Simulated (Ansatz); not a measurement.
Start from KTaO3 in the cubic perovskite structure (space group Pm-3m, No. 221; a = 4.023 Å).

Now apply this change: cell and atoms relaxed at a pressure of 60 GPa.

Levels (all Ansatz, a quantum-chemistry and plane-wave program, PAW, earlier PAW set): PBE (420 eV, no spin-orbit coupling); r2SCAN (500 eV, spin-orbit coupling left out); HSE06 (420 eV, without spin-orbit coupling); PBE+SOC (420 eV, spin-orbit coupling included).

One geometry, relaxed with PBE, under each level:

Notes on the quantities. electron mass: degenerate bands, along [100]; hole mass: degenerate bands, along [100].

```csv
level,band gap,lowest conduction level above the VBM at special points,electron mass,hole mass,pressure
PBE,2.59 eV,Γ 2.59 eV; X 2.85 eV; M 6.38 eV; R 8.26 eV,–,–,60.00 GPa
r2SCAN,3.06 eV,Γ 3.06 eV; X 3.32 eV; M 6.86 eV; R 8.78 eV,–,–,54.98 GPa
HSE06,4.04 eV,Γ 4.04 eV; X 4.31 eV; M 8.11 eV,–,–,–
PBE+SOC,2.47 eV,Γ 2.47 eV; X 2.85 eV; M 6.24 eV; R 8.11 eV,"0.24, 0.64 mₑ (at Γ)","0.89, 2.4 mₑ (at R)",59.67 GPa
```

Single points use the geometry relaxed with PBE. Their cutoffs differ, which shifts pressures a little. HSE06 gaps are upper bounds (no full band path). The spin-orbit shifts are approximate. Spin-orbit coupling, missing from the scalar runs, can matter with Ta. Load acts through the strain it causes; cell and atoms are relaxed under it. Effective masses come from finite differences of ±0.01 Å⁻¹. No phonon test of stability was made. No other phases were tried under pressure.
